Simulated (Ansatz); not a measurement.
## A computed series for BaTiO3: response to strain

Consider BaTiO3 in the cubic perovskite structure (space group Pm-3m, No. 221; a = 4.0195 Å).

Strains are applied to the cell and any free atomic positions relax.

Calculations: Ansatz (a program for electronic structure), PBE, PAW, cutoff 420 eV, no spin-orbit coupling, earlier PAW set.

Notes on the quantities. energy relative to the base: free energy F.

```tsv
variant	pressure	band gap	volume per atom	energy relative to the base	gap character
base	0.00 GPa	1.79 eV	12.99 Å³	0 meV/atom	indirect, R → Γ
isotropic strain −3.81 %	24.65 GPa	2.00 eV	11.56 Å³	+99 meV/atom	direct at Γ
isotropic strain −2.03 %	11.51 GPa	1.92 eV	12.21 Å³	+26 meV/atom	indirect, R → Γ
isotropic strain +1.47 %	-6.46 GPa	1.69 eV	13.57 Å³	+12 meV/atom	indirect, R → Γ
```

Whether these cells are dynamically stable was not tested. All final runs are without spin polarisation. Many cubic perovskites are stable only at high temperature; tilts and polar distortions were not tested. This is not the structure that BaTiO3 has at room temperature and ambient pressure.
